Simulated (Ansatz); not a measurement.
The reference is BN in the rock salt structure (space group Fm-3m, No. 225; a = 3.4827 Å; a hypothetical phase, not in the database extracts checked).

Now apply this change: an isotropic linear strain of +2.47 %; the atoms relax in the strained cell.

Levels (all Ansatz, an electronic-structure program, PAW): PBEsol (420 eV, no SOC); HSE06 (420 eV, without spin-orbit coupling).

The geometry is relaxed with PBEsol.

PBEsol band gap: 0.76 eV

Question: Predict the band gap from HSE06.

Answer: The band gap increases by 0.887 eV to 1.64 eV.

Single points use the geometry relaxed with PBEsol. HSE06 gaps are upper bounds (no full band path). Stability against distortions was not tested.
